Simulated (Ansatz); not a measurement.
# Ansatz run on ScPt3 (P4mm, 4 atoms in the cell): self-consistent single point

Method of the run: PBEsol, default PAW files made with PBE (plane waves; Ansatz, a quantum-chemistry and plane-wave program).

The input file:

Ansatz 0.2 input:
```yaml
crystal:
  lattice:
    - [3.964319, 0.000000, 0.000000]
    - [0.000000, 3.964319, 0.000000]
    - [0.000000, 0.000000, 3.964319]
  atoms:
    - { symbol: Sc, position: [0.000000, 0.000000, 0.012613] }
    - { symbol: Pt, position: [0.500000, 0.500000, 0.000000] }
    - { symbol: Pt, position: [0.000000, 0.500000, 0.500000] }
    - { symbol: Pt, position: [0.500000, 0.000000, 0.500000] }
basis:
  ecutwfc: 420.0
kpoints:
  mp_grid:
    grid: [8, 8, 8]
hamiltonian:
  xc: pbesol
  pseudopotentials:
    kind: paw
scf:
  occupations:
    method: fermi_dirac
    width: 0.1
output:
  forces: true
  eigenvalues: true
  stress: true
```

Output (repeated stretches shortened):

```
WARN ansatz: RAYON_NUM_THREADS=1 ignored (pool sized by the plan → 1); use --threads N
Pseudopotentials: kind: paw
Pseudopotential: Sc, paw, valence charge 11
Pseudopotential: Pt, paw, valence charge 18
Crystal: 4 atoms, lattice volume = 62.303 Å³
Basis set: ecut = 420 eV, 1213 PW (Γ), exchange–correlation on 54×54×54 points (8 copies of the dense FFT grid, shifted against one another)
Bands: 39, of which v1, the nominal top of the filled ones, is band 33 counted from 1 (32 counted from 0)
Symmetry: 8 space group operations
Space group: P4mm (ITA 99), of the structure as read, at distance tolerance 4.0e-5 Å
k-points: 75 of 512 (time reversal used)
PAW frozen core: Sc, regenerated for the run's functional, and the local potential with it
PAW frozen core: Pt, regenerated for the run's functional, and the local potential with it
Initial density: superposition of atomic densities (neutral atoms: chi_scale 0, normalization atom), corrected by the library's trained network
Initial wavefunctions: pseudopotential atomic-orbital guess
Eigensolver: davidson
Functional: x = pbesol(κ = 0.804, μ = 0.12345679012345678), c = pbesol(β = 0.046)
SCF iter   1: F=—  HF=-39267.122555 eV  |F-HF|=—  |Δ(HF+E_count)|=         —  Δρ=9.29e-3  dr2=7.60e-2  ethr=1.77e-3  ⟨swp⟩=4.9  Hψ=9168  notcnv=0
all-band conjugate gradients solve this SCF's bands
preconditioner: auto → Kerker (q_TF=auto, 2.748 Å⁻¹)
SCF iter   2: F=—  HF=-39267.113528 eV  |F-HF|=—  |Δ(HF+E_count)|=   9.03e-3  Δρ=4.42e-3  dr2=1.94e-2  ethr=1.17e-4  ⟨swp⟩=1.0  Hψ=3525  notcnv=0
SCF iter   3: F=—  HF=-39267.110524 eV  |F-HF|=—  |Δ(HF+E_count)|=   3.00e-3  Δρ=8.78e-4  dr2=7.81e-4  ethr=2.98e-5  ⟨swp⟩=2.1  Hψ=3515  notcnv=0
SCF iter   4: F=—  HF=-39267.110378 eV  |F-HF|=—  |Δ(HF+E_count)|=   1.45e-4  Δρ=2.03e-4  dr2=6.10e-5  ethr=1.20e-6  ⟨swp⟩=2.3  Hψ=4436  notcnv=0
SCF iter   5: F=—  HF=-39267.110369 eV  |F-HF|=—  |Δ(HF+E_count)|=   9.04e-6  Δρ=5.05e-5  dr2=1.16e-6  ethr=9.39e-8  ⟨swp⟩=1.8  Hψ=3351  notcnv=0
SCF iter   6: F=-39267.110369 eV  HF=-39267.110369 eV  |F-HF|=5.45e-8  |Δ(HF+E_count)|=   2.70e-7  Δρ=1.11e-5  dr2=9.00e-8  ethr=1.54e-10  ⟨swp⟩=5.2  Hψ=10940  notcnv=0
SCF 1 converged in 6 iterations: F = -39267.110369 eV  dr2 = 9.00e-8
SCF converged after 6 iterations
Free energy (F): -39267.110369 eV
Harris-Foulkes:  -39267.110369 eV  (|F-HF|=5.45e-8)
Internal energy: -39267.015313 eV  (E = F + TS)
E sigma→0 (E₀):  -39267.062841 eV
Entropy (-TS):   -0.095056 eV (-23.764 meV/atom)
Fermi energy:    20.495133 eV
--- Per-component energies (eV) ---
  E_band       = -579.094837
  E_kinetic    = 2179.678901
  E_local      = -5427.648389  (includes V_loc(G=0)·N_el)
  E_nonlocal   = 688.395024
  E_hartree    = 2005.235846
  E_xc         = -888.334530
  E_vxc        = -1041.039948  (∫ρ·V_xc dr)
  E_paw        = -28880.349345  (= ΣΔE_a)
  E_vpaw       = -988.931165  (= ΣTr[D̂ρ^β])
  E_aug_tail   = 0.000576  (compensation charges beyond the density's cutoff)
  E_ewald      = -8944.983366
  E_core_change = 0.989969  (= ΣΔE_core)
  E_smearing   = -0.095056  (= −TS)
  E_closure    = 0.000000  (closes the sum)
  Σ components = -39267.110369   (vs F -39267.110369, Δ=0.00e0)
--- Forces (eV/Å), atoms counted from 1 ---
  atom   1  Sc    -0.00000000     0.00000000    -0.38153083
  atom   2  Pt     0.00000000     0.00000000     0.01871929
  atom   3  Pt     0.00000000     0.00000000     0.18139365
  atom   4  Pt     0.00000000     0.00000000     0.18139365
  max |Σ_I F_I| component: 2.42e-5 eV/Å
--- Stress (GPa, compression-positive) ---
       -1.813005       0.000000       0.000000
        0.000000      -1.813005       0.000000
        0.000000       0.000000      -1.787562
  P = ⅓ Tr σ = -1.8045 GPa (-18.045 kbar)
  The stress holds the Pulay correction. Without it, at fixed plane waves, as pw.x and ABINIT print it: P = -1.8574 GPa
--- Band table (eV; the first three rows and the last of 75) ---
  k-point 0: bands = ["-77.8804", "-77.8528", "-77.8511", "-32.1962", "-32.1962", "-32.1955", "-32.0133", "-32.0125", "-32.0125", "-31.9125", "-31.9125", "-31.9118", "-28.2127", "-6.9671", "-6.9666", "-6.9666", "11.3853", "14.1895", "14.4702", [...]
  k-point 1: bands = ["-77.8795", "-77.8528", "-77.8520", "-32.1901", "-32.1901", "-32.1856", "-32.0141", "-32.0141", "-32.0137", "-31.9236", "-31.9170", "-31.9170", "-28.2112", "-6.9762", "-6.9680", "-6.9680", "11.5868", "14.3132", "14.5460", [...]
  k-point 2: bands = ["-77.8769", "-77.8546", "-77.8528", "-32.1742", "-32.1742", "-32.1571", "-32.0191", "-32.0191", "-32.0147", "-31.9566", "-31.9282", "-31.9282", "-28.2077", "-6.9979", "-6.9714", "-6.9714", "12.1615", "14.6299", "14.7399", [...]
  k-point 74: bands = ["-77.8622", "-77.8622", "-77.8597", "-32.2944", "-32.1596", "-32.1573", "-32.1573", "-31.9364", "-31.9350", "-31.9158", "-31.9137", "-31.9137", "-28.2077", "-6.9926", "-6.9921", "-6.9921", "13.9856", "13.9869", "13.9869", [...]
```

The run converged in 6 iterations.

The starting cell comes from a database of computed structures (which also holds hypothetical and non-ambient phases and stackings), without a prior relaxation at this level. Its lattice was rescaled by up to half a per cent. One atom was moved a little off its site on purpose. Spin-orbit coupling is off. Spin polarisation is off. Ansatz's pressure includes its estimate of the finite-basis (Pulay) stress.
